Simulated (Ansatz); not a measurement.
A computed series for BAs: pressure series

Base system: BAs in the zinc blende structure (space group F-43m, No. 216; a = 4.784 Å).

Cell and atoms are relaxed at each pressure.

Computed with r2SCAN (Ansatz, a first-principles code), spin-orbit coupling left out.

```tsv
P (GPa)	V (Å³/atom)
-2.00	13.886
-1.00	13.784
0.30	13.656
0.70	13.618
1.50	13.543
3.00	13.408
5.00	13.238
7.51	13.039
10.01	12.855
```

A third-order Birch–Murnaghan fit to these points gives V₀ = 13.69 Å³/atom, B₀ = 141 GPa and B₀′ = 4.0. At pressure 10 GPa the volume is 93.9 % of V₀.

Load acts through the strain it causes; cell and atoms are relaxed under it. Whether these cells are dynamically stable was not tested. Competing high-pressure phases were not computed.
